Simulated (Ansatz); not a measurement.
Cells marked so need not be the phases stable at ambient conditions, and some may be hypothetical.

By PBEsol, each system below comes out a metal.

Ballistic conductance counts the channels of both spins, as a mean over 0.1 eV about the Fermi level; spin-orbit coupling is left out.

A. IrO2 (P4_2/mnm, rutile, 6 atoms a cell, 10.7 Å³ an atom, -6 GPa at this level), current normal to (111)
B. Ti2AlC (P6_3/mmc, not sure to be the ambient phase, 8 atoms a cell, 13.8 Å³ an atom, -3 GPa at this level), current normal to (001)
C. Ga$_{2}$Pt (Fm-3m, not sure to be the ambient phase, 3 atoms a cell, 17.4 Å³ an atom), current normal to (110)

Put the candidates in order of ballistic conductance per area, lowest first, for PBEsol run with Ansatz (a first-principles code).

B (0.18 × 10¹⁵ S/m²), A (0.61 × 10¹⁵ S/m²), C (0.89 × 10¹⁵ S/m²)
